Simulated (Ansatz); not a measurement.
# Input and output of a self-consistent single point for LaRu2 (R3m, 6 atoms in the cell) (Ansatz)

Computed with PBEsol, default PAW files made with PBE (plane waves; Ansatz, a program for electronic structure).

Input:

Ansatz 0.2 input:
```yaml
crystal:
  lattice:
    - [0.000000, 3.851761, 3.851761]
    - [3.851761, 0.000000, 3.851761]
    - [3.851761, 3.851761, 0.000000]
  atoms:
    - { symbol: La, position_ang: [1.954746, 1.954746, 1.954746] }
    - { symbol: La, position_ang: [0.000000, 0.000000, 0.000000] }
    - { symbol: Ru, position_ang: [2.888821, 2.888821, 4.814701] }
    - { symbol: Ru, position_ang: [2.888821, 4.814701, 2.888821] }
    - { symbol: Ru, position_ang: [4.814701, 4.814701, 4.814701] }
    - { symbol: Ru, position_ang: [4.814701, 2.888821, 2.888821] }
basis:
  ecutwfc: 30.9 Ry
kpoints:
  mp_grid:
    grid: [6, 6, 6]
hamiltonian:
  xc: pbesol
  pseudopotentials:
    kind: paw
scf:
  occupations:
    method: gaussian
    width: 0.0073 Ry
output:
  forces: true
  eigenvalues: true
  stress: true
```

Output, abridged:

```
WARN ansatz: RAYON_NUM_THREADS=1 ignored (pool sized by the plan → 1); use --threads N
Pseudopotentials: kind: paw
Pseudopotential: La, paw, valence charge 11
Pseudopotential: Ru, paw, valence charge 16
Crystal: 6 atoms, lattice volume = 114.290 Å³
Basis set: ecut = 420.4159175005146 eV, 2229 PW (Γ), exchange–correlation on 80×80×80 points (8 copies of the dense FFT grid, shifted against one another)
Bands: 52, of which v1, the nominal top of the filled ones, is band 43 counted from 1 (42 counted from 0)
Symmetry: 6 space group operations
Space group: R3m (ITA 160), of the structure as read, at distance tolerance 4.9e-5 Å
k-points: 32 of 216 (time reversal used)
PAW frozen core: La, regenerated for the run's functional, and the local potential with it
PAW frozen core: Ru, regenerated for the run's functional, and the local potential with it
Initial density: superposition of atomic densities (neutral atoms: chi_scale 0, normalization atom), corrected by the library's trained network
Initial wavefunctions: pseudopotential atomic-orbital guess
Eigensolver: davidson
Functional: x = pbesol(κ = 0.804, μ = 0.12345679012345678), c = pbesol(β = 0.046)
SCF iter   1: F=—  HF=-35588.861050 eV  |F-HF|=—  |Δ(HF+E_count)|=         —  Δρ=5.78e-3  dr2=4.61e-2  ethr=1.77e-3  ⟨swp⟩=6.8  Hψ=6138  notcnv=0
all-band conjugate gradients solve this SCF's bands
preconditioner: auto → Kerker (q_TF=auto, 2.602 Å⁻¹)
SCF iter   2: F=—  HF=-35588.857757 eV  |F-HF|=—  |Δ(HF+E_count)|=   3.29e-3  Δρ=2.71e-3  dr2=1.08e-2  ethr=5.36e-5  ⟨swp⟩=2.2  Hψ=3264  notcnv=0  defer=33
SCF iter   3: F=—  HF=-35588.856315 eV  |F-HF|=—  |Δ(HF+E_count)|=   1.44e-3  Δρ=8.67e-4  dr2=8.17e-4  ethr=1.26e-5  ⟨swp⟩=2.0  Hψ=2160  notcnv=0  defer=33
SCF iter   4: F=—  HF=-35588.856177 eV  |F-HF|=—  |Δ(HF+E_count)|=   1.38e-4  Δρ=2.39e-4  dr2=7.02e-5  ethr=9.50e-7  ⟨swp⟩=2.0  Hψ=2702  notcnv=0  defer=33
SCF iter   5: F=—  HF=-35588.856161 eV  |F-HF|=—  |Δ(HF+E_count)|=   1.64e-5  Δρ=7.46e-5  dr2=1.18e-5  ethr=8.16e-8  ⟨swp⟩=2.0  Hψ=2115  notcnv=0  defer=35
SCF iter   6: F=—  HF=-35588.856159 eV  |F-HF|=—  |Δ(HF+E_count)|=   2.01e-6  Δρ=1.51e-5  dr2=4.81e-7  ethr=1.37e-8  ⟨swp⟩=2.4  Hψ=2552  notcnv=0  defer=35
SCF iter   7: F=-35588.856159 eV  HF=-35588.856159 eV  |F-HF|=3.89e-9  |Δ(HF+E_count)|=   7.64e-8  Δρ=2.65e-6  dr2=8.81e-9  ethr=1.16e-10  ⟨swp⟩=13.3  Hψ=8408  notcnv=0
SCF 1 converged in 7 iterations: F = -35588.856159 eV  dr2 = 8.81e-9
SCF converged after 7 iterations
Free energy (F): -35588.856159 eV
Harris-Foulkes:  -35588.856159 eV  (|F-HF|=3.89e-9)
Internal energy: -35588.815072 eV  (E = F + TS)
E sigma→0 (E₀):  -35588.835615 eV
Entropy (-TS):   -0.041087 eV (-6.848 meV/atom)
Fermi energy:    17.719896 eV
--- Per-component energies (eV) ---
  E_band       = -449.606944
  E_kinetic    = 2447.304113
  E_local      = -7500.166368  (includes V_loc(G=0)·N_el)
  E_nonlocal   = 1580.569587
  E_hartree    = 2648.532899
  E_xc         = -1034.349668
  E_vxc        = -1248.859411  (∫ρ·V_xc dr)
  E_paw        = -24259.169792  (= ΣΔE_a)
  E_vpaw       = -1025.517905  (= ΣTr[D̂ρ^β])
  E_aug_tail   = -0.000765  (compensation charges beyond the density's cutoff)
  E_ewald      = -9472.887281
  E_core_change = 1.352203  (= ΣΔE_core)
  E_smearing   = -0.041087  (= −TS)
  E_closure    = -0.000000  (closes the sum)
  Σ components = -35588.856159   (vs F -35588.856159, Δ=0.00e0)
--- Forces (eV/Å), atoms counted from 1 ---
  atom   1  La    -0.15146175    -0.15146175    -0.15146175
  atom   2  La     0.02872190     0.02872190     0.02872190
  atom   3  Ru     0.03030510     0.03030510     0.07056125
  atom   4  Ru     0.03030510     0.07056125     0.03030510
  atom   5  Ru    -0.00843446    -0.00843446    -0.00843446
  atom   6  Ru     0.07056125     0.03030510     0.03030510
  max |Σ_I F_I| component: 2.84e-6 eV/Å
--- Stress (GPa, compression-positive) ---
       -5.868995       0.010177       0.010177
        0.010177      -5.868995       0.010177
        0.010177       0.010177      -5.868995
  P = ⅓ Tr σ = -5.8690 GPa (-58.690 kbar)
  The stress holds the Pulay correction. Without it, at fixed plane waves, as pw.x and ABINIT print it: P = -5.8904 GPa
--- Band table (eV; the first three rows and the last of 32) ---
  k-point 0: bands = ["-54.3574", "-54.2585", "-54.2585", "-54.2569", "-24.9688", "-24.5115", "-24.5115", "-24.5087", "-24.3381", "-24.3381", "-24.1026", "-24.1026", "-24.0977", "-24.0722", "-24.0690", "-24.0690", "-14.0118", "-13.5274", "1.7203", [...]
  k-point 1: bands = ["-54.3525", "-54.2633", "-54.2585", "-54.2571", "-24.9371", "-24.5072", "-24.4977", "-24.4953", "-24.3305", "-24.3302", "-24.1414", "-24.1130", "-24.1089", "-24.0839", "-24.0808", "-24.0692", "-13.9858", "-13.5535", "1.7013", [...]
  k-point 2: bands = ["-54.3406", "-54.2754", "-54.2585", "-54.2571", "-24.8650", "-24.4911", "-24.4699", "-24.4680", "-24.3008", "-24.2998", "-24.2365", "-24.1654", "-24.1622", "-24.0910", "-24.0873", "-24.0692", "-13.9226", "-13.6168", "1.6670", [...]
  k-point 31: bands = ["-54.3332", "-54.2815", "-54.2585", "-54.2585", "-24.8257", "-24.4645", "-24.4579", "-24.4579", "-24.2991", "-24.2438", "-24.2438", "-24.2324", "-24.2324", "-24.0911", "-24.0911", "-24.0721", "-13.9013", "-13.6362", "1.6678", [...]
```

The run converged in 7 iterations.

The starting cell comes from a database of computed structures (which also holds hypothetical and non-ambient phases and stackings), without a prior relaxation at this level. Its lattice was rescaled by up to half a per cent. One atom was moved a little off its site on purpose. Spin polarisation is off. With a pressure of about -6 GPa the cell is away from its equilibrium volume at this level. Ansatz's pressure includes its estimate of the finite-basis (Pulay) stress.
